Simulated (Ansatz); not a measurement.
LiNbO₃ (R-3c, No. 167, 10 atoms in the cell; start COD 2101178; high-temperature phase)

Method: r²SCAN+rVV10 (Ansatz, an electronic-structure program, PAW).

Numerical settings: plane-wave cutoff 560 eV, 8×8×8 k mesh, Fermi–Dirac smearing 0.01 eV, no spin polarisation, scalar-relativistic PAW data made under PBE.

Cell (relaxed at this level):

```cif
data_Li2Nb2O6
_chemical_formula_sum 'Nb2 O6 Li2'
_space_group_name_H-M_alt 'P 1'
_space_group_IT_number 1
_cell_length_a 5.44269
_cell_length_b 5.44269
_cell_length_c 5.44269
_cell_angle_alpha 56.729
_cell_angle_beta 56.729
_cell_angle_gamma 56.729
loop_
_space_group_symop_operation_xyz
  'x, y, z'
loop_
_atom_site_label
_atom_site_type_symbol
_atom_site_fract_x
_atom_site_fract_y
_atom_site_fract_z
_atom_site_occupancy
Nb1 Nb 0.50000 0.50000 0.50000 1
Nb2 Nb 0.00000 0.00000 0.00000 1
O1 O 0.62686 0.25000 0.87314 1
O2 O 0.37314 0.75000 0.12686 1
O3 O 0.25000 0.87314 0.62686 1
O4 O 0.75000 0.12686 0.37314 1
O5 O 0.87314 0.62686 0.25000 1
O6 O 0.12686 0.37314 0.75000 1
Li1 Li 0.75000 0.75000 0.75000 1
Li2 Li 0.25000 0.25000 0.25000 1
```

For LiNbO₃ (R-3c, No. 167, 10 atoms in the cell; start COD 2101178; high-temperature phase), the band gap is 3.01 eV (on the SCF k mesh).

Note: the relaxation could not lower the start's symmetry, so the cell can be a saddle point above a distorted one.

Spin–orbit coupling is not included.

The computed numbers hold no vibrational or temperature effects.

Computing time: around 5 core-minutes (rough).
